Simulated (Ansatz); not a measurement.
An Ansatz (a quantum-chemistry and plane-wave program) run: CaAlSiH; r2SCAN/PAW in Ansatz, scalar-relativistic without spin-orbit coupling, earlier PAW set.

Input:

Ansatz 0.2 input:
```yaml
crystal:
  lattice:
    - [4.1256564529, 0, 0]
    - [-2.0628282265, 3.5729232955, 0]
    - [0, 0, 4.7304912776]
  atoms:
    - { symbol: Ca, position: [0, 0, 0.9977018372] }
    - { symbol: Al, position: [0.6666666667, 0.3333333333, 0.455433908] }
    - { symbol: Si, position: [0.3333333333, 0.6666666667, 0.564409362] }
    - { symbol: H, position: [0.6666666667, 0.3333333333, 0.0891548928] }
basis: { ecutwfc: 500, ecutrho_ratio: 4, xc_grid: 4, fft_grid_basis: typed }
kpoints: { mp_grid: { grid: [9, 9, 7] } }
hamiltonian:
  xc: r2scan
  dispersion: none
  pseudopotentials: { azcp: { folder: ./paw }, kind: paw }
scf: { occupations: { method: fermi_dirac, width: 0.05 }, convergence: { dr2_threshold: 0.0000000004 } }
output: { forces: true, stress: true }
```

Output (explanatory and most iteration lines left out):

```
Pseudopotential: Ca, paw, valence charge 10
Pseudopotential: Al, paw, valence charge 3
Pseudopotential: Si, paw, valence charge 4
Pseudopotential: H, paw, valence charge 1
Crystal: 4 atoms, lattice volume = 69.731 Å³
Basis set: ecut = 500 eV, 1811 PW (Γ), exchange–correlation on 128×128×144 points (64 copies of the dense FFT grid, shifted against one another)
Bands: 13, of which v1, the nominal top of the filled ones, is band 9 counted from 1 (8 counted from 0)
Symmetry: 6 space group operations
Space group: P3m1 (ITA 156), of the structure as read, at distance tolerance 4.1e-5 Å
k-points: 69 of 567 (time reversal used)
Functional: x = r2scan, c = r2scan; τ floored in thin density (d = 2e-4 eV/Å³)
SCF iter   1: F=—  HF=-3018.868618 eV  |F-HF|=—  |Δ(HF+E_count)|=         —  Δρ=3.97e-2  dr2=1.01e0  dr2_τ=1.84e-2  ethr=3.10e-3  ⟨swp⟩=7.9  Hψ=6847  notcnv=0
SCF iter   2: F=—  HF=-3018.938728 eV  |F-HF|=—  |Δ(HF+E_count)|=   7.01e-2  Δρ=1.73e-2  dr2=1.69e-1  dr2_τ=4.33e-3  ethr=3.10e-3  ⟨swp⟩=2.2  Hψ=1995  notcnv=0
SCF 1 converged in 9 iterations: F = -3018.977494 eV  dr2 = 2.59e-10
SCF converged after 9 iterations
Free energy (F): -3018.977494 eV
Internal energy: -3018.977487 eV  (E = F + TS)
E sigma→0 (E₀):  -3018.977490 eV
Entropy (-TS):   -0.000007 eV (-0.002 meV/atom)
Fermi energy:    7.002829 eV
--- Forces (eV/Å), atoms counted from 1 ---
  atom   1  Ca     0.00000000    -0.00000000    -0.00023128
  atom   2  Al     0.00000000    -0.00000000    -0.00175894
  atom   3  Si    -0.00000000     0.00000000     0.00184419
  atom   4  H     -0.00000000     0.00000000     0.00016131
--- Stress (GPa, compression-positive) ---
        0.002420       0.000000       0.000000
        0.000000       0.002420       0.000000
        0.000000       0.000000      -0.005962
  P = ⅓ Tr σ = -0.0004 GPa (-0.004 kbar)
```

Stability against distortions was not tested. The cell is CaAlSiH (space group P3m1, No. 156; a cell from a computed database, its experimental status unchecked).
